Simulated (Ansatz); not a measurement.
How a calculation on Ag (Fm-3m, 1 atom in the cell) responds to its settings

```
CELL_PARAMETERS angstrom
      0.00000     2.00129     2.00129
      2.00129     0.00000     2.00129
      2.00129     2.00129     0.00000
ATOMIC_POSITIONS crystal
  Ag 0.00000 0.00000 0.00000
```

Base run A: PBE, PAW files run with Ansatz (a first-principles code), self-consistent single point.

Its settings: basis.ecutwfc = 30.9 Ry; kpoints.mp_grid.grid = 14 14 14; hamiltonian.xc = pbe; hamiltonian.pseudopotentials = {kind: paw} (the program's default PAW files); scf.occupations.method = gaussian; scf.occupations.width = 0.02 Ry.

The starting cell comes from a database of computed structures (which also holds hypothetical and non-ambient phases and stackings), without a prior relaxation at this level. Its lattice was rescaled by a random factor within 2.5 % of one. In the base run, with a pressure of about 13 GPa the cell is away from its equilibrium volume at this level. Ansatz's pressure includes its estimate of the finite-basis (Pulay) stress.

Runs:
- B: basis.ecutwfc: 30.9 Ry → default (480 eV); hamiltonian.pseudopotentials: {kind: paw} (the program's default PAW files) → {kind: paw, source: ansatz}
- C: basis.ecutwfc: 30.9 Ry → default (680 eV); hamiltonian.pseudopotentials: {kind: paw} (the program's default PAW files) → {kind: paw, level: accurate}
- D: basis.ecutwfc: 30.9 Ry → default (960 eV); hamiltonian.pseudopotentials: {kind: paw} (the program's default PAW files) → {kind: nc, source: ansatz}

| run | pressure (GPa) |
|---|---|
| A | 13.39 |
| B | 13.33 |
| C | 13.34 |
| D | 13.34 |

Run C against A: The pressure moves little (13.39 to 13.34 GPa).

Run D against A: The pressure moves little (13.39 to 13.34 GPa).

Run B against A: The pressure hardly changes (13.39 to 13.33 GPa).

Left out of this page: 2 runs of the series on a method kept out of this collection.

Keys are those of Ansatz 0.2.
